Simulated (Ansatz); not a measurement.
The reference is SnTe in the rock salt structure (space group Fm-3m, No. 225; a = 6.409 Å).

(Cell as relaxed with PBE.)

Levels (all Ansatz, an electronic-structure program, PAW, earlier PAW set): PBE (420 eV, no SOC); r2SCAN (500 eV, scalar-relativistic without spin-orbit coupling).

Each level relaxes its own structure.

| base | PBE | r2SCAN |
|---|---|---|
| volume per atom | 32.91 Å³ | 32.33 Å³ |
| lattice parameter a | 6.409 Å | 6.371 Å |
| band gap | 0.05 eV | 0.13 eV |

The change: every lattice vector is stretched by 5.32 %, atoms relaxed at fixed cell.

```tsv
quantity	PBE	r2SCAN
band gap	0.42 eV	___
hole mass	0.23 mₑ along k, 0.072 mₑ across (at L)	___
shift of the gap caused by the change	+0.36 eV	___
```

Given the PBE results, estimate those of r2SCAN.


- band gap, r2SCAN: 0.53 eV
- hole mass, r2SCAN: 0.25 mₑ along k, 0.060 mₑ across (at L)
- shift of the gap caused by the change, r2SCAN: +0.40 eV

PBE's band gap lies 0.119 eV below r2SCAN's; PBE's shift of the gap caused by the change lies 0.04 eV below r2SCAN's. Neither level is exact; r2SCAN is the comparison here, not a measurement.

With Te present, leaving out spin-orbit coupling can change the band edges. The cells carry an imposed strain or load. Effective masses come from finite differences of ±0.01 Å⁻¹. Along k means along the line from Γ to the band edge. Whether these cells are dynamically stable was not tested. A zero or small gap of SnTe can be the functional's error rather than a property of the material.
